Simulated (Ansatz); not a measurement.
An Ansatz (a program for electronic structure) input (PBE (Ansatz), scalar-relativistic without spin-orbit coupling):

Ansatz 0.2 input:
```yaml
crystal:
  lattice:
    - [4.6088801474, 0, 0]
    - [-2.3044400737, 3.9914072906, 0]
    - [0, 0, 7.5450782996]
  atoms:
    - { symbol: Mg, position: [0.3333333333, 0.6666666667, 0.9997817715] }
    - { symbol: Mg, position: [0.6666666667, 0.3333333333, 0.4997817715] }
    - { symbol: Te, position: [0.3333333333, 0.6666666667, 0.3762182285] }
    - { symbol: Te, position: [0.6666666667, 0.3333333333, 0.8762182285] }
basis: { ecutwfc: 420, ecutrho_ratio: 4, xc_grid: 2, fft_grid_basis: typed }
kpoints: { mp_grid: { grid: [8, 8, 5] } }
hamiltonian:
  xc: pbe
  dispersion: none
  pseudopotentials: { kind: paw }
scf: { occupations: { method: fermi_dirac, width: 0.05 }, convergence: { dr2_threshold: 0.0000000004 } }
relax: { f_tol: 0.005, max_steps: 50 }
output: { forces: true, stress: true }
checkpoint: { write: state.ck, write_every: 1000 }
```

Which symmetry and how many k-points will the program report, and about how many plane waves at Γ?

Space group P63mc (ITA 186) with 12 operations, k-points 30 of 320, and 2743 plane waves at Γ.

And the final pressure?

-0.21 GPa (compression positive).

The cells carry an imposed strain or load. No phonon test of stability was made. The cell was made from MgTe in the wurtzite structure (space group P6_3mc, No. 186) by this change: uniaxial strain ε_zz = +0.60 %.
